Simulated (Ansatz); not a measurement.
# ZnSe under a change: strain tensor (xx, yy, zz, yz, xz, xy) = (+0.17, +0.67, +0.95, +0.27, −0.33, +0.32) %

The parent structure is ZnSe in the zinc blende structure (space group F-43m, No. 216; a = 5.665 Å). Axes: x, y, z lie along the cube axes.

It is then changed as follows: the symmetric strain tensor [0.0017 0.0032 -0.0033; 0.0032 0.0067 0.0027; -0.0033 0.0027 0.0095]; the atoms relax in the strained cell.

All numbers come from DFT with r2SCAN, PAW potentials and a 500 eV plane-wave cutoff in Ansatz (a quantum-chemistry and plane-wave program), without spin-orbit coupling. Γ-centred 10×10×10 mesh, Fermi–Dirac width 0.05 eV.

- Volume per atom: 23.14 Å³ (base 22.73 Å³)
- Space group: P1 (No. 1) (base F-43m (No. 216))
- Energy relative to the base (free energy F): +1.9 meV/atom
- Pressure (mean of the normal stresses, compression positive): -11.2 kbar (base 0.0 kbar)
- Band gap: 1.75 eV (base 1.87 eV)
- Gap character: direct at Γ (base direct at Γ)
- Electron mass: 0.12 mₑ (at Γ) (base 0.12 mₑ (at Γ))
- Valence-band top at Γ (three highest levels, from the VBM): 0.00, -0.05, -0.06 eV (base 0.00, 0.00, 0.00 eV)
- Valley order (the lowest conduction-band minima on the path, energy above the VBM, named in the base's zone): Γ 1.75 eV; L along [1-11] 2.91 eV; L along [111] 3.00 eV; L along [1-1-1] 3.01 eV (base Γ 1.87 eV; L along ⟨111⟩ 3.05 eV; X along ⟨100⟩ 3.34 eV)
- Stress (xx, yy, zz, yz, xz, xy; compression positive): (-0.96, -1.15, -1.25, -0.22, 0.27, -0.26) GPa

Final structure:

```
CELL_PARAMETERS angstrom
     -0.00042     2.85936     2.86729
      2.82820     0.01657     2.85029
      2.84647     2.86063    -0.00170
ATOMIC_POSITIONS crystal
  Se 0.74954 0.75146 0.74940
  Zn 0.00046 0.99854 0.00060
```

Cost of the whole job for the changed cell (relaxation, final SCF and bands): around 10 core-minutes (rough).

Effective masses come from finite differences of ±0.01 Å⁻¹. Whether these cells are dynamically stable was not tested. k-point labels follow each cell's own Brillouin zone.
